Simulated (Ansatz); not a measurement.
# 1T (CdI2-type) MgI2

Level of theory: PBE (PAW; Ansatz, a program for electronic structure).

Settings: plane-wave cutoff 520 eV, 12×12×6 k mesh (along the axes of the cell as run), scalar-relativistic PAW data made under PBE.

Cell (measured lattice):

```cif
data_I2Mg
_chemical_formula_sum 'Mg1 I2'
_space_group_name_H-M_alt 'P-3m1'
_space_group_IT_number 164
_space_group_name_Hall '-P 3 2"'
_cell_length_a 4.15370
_cell_length_b 4.15370
_cell_length_c 6.86200
_cell_angle_alpha 90.000
_cell_angle_beta 90.000
_cell_angle_gamma 120.000
loop_
_atom_site_label
_atom_site_type_symbol
_atom_site_symmetry_multiplicity
_atom_site_Wyckoff_symbol
_atom_site_fract_x
_atom_site_fract_y
_atom_site_fract_z
_atom_site_occupancy
Mg1 Mg 1 a 0.00000 0.00000 0.00000 1
I1 I 2 d 0.33333 0.66667 0.24338 1
```

```yaml
elastic constant C11: 48.3 GPa
elastic constant C12: 15.2 GPa
elastic constant C13: 8.06 GPa
elastic constant C33: 22.4 GPa
elastic constant C44: 4.85 GPa
elastic constant C66: 16.5 GPa
Voigt–Reuss–Hill bulk modulus: 18.6 GPa
Voigt–Reuss–Hill shear modulus (Hill average): 9.48 GPa
young_modulus: 24.3 GPa
poisson_ratio: 0.282
```

Note: the cell isn't this level's own, so it is under some stress, which shifts stiffness and frequencies.

Elastic constants are with the ions relaxed.

Spin–orbit coupling is not included.

Computed values are for the static lattice.

It cost roughly 30 core-minutes of CPU time.
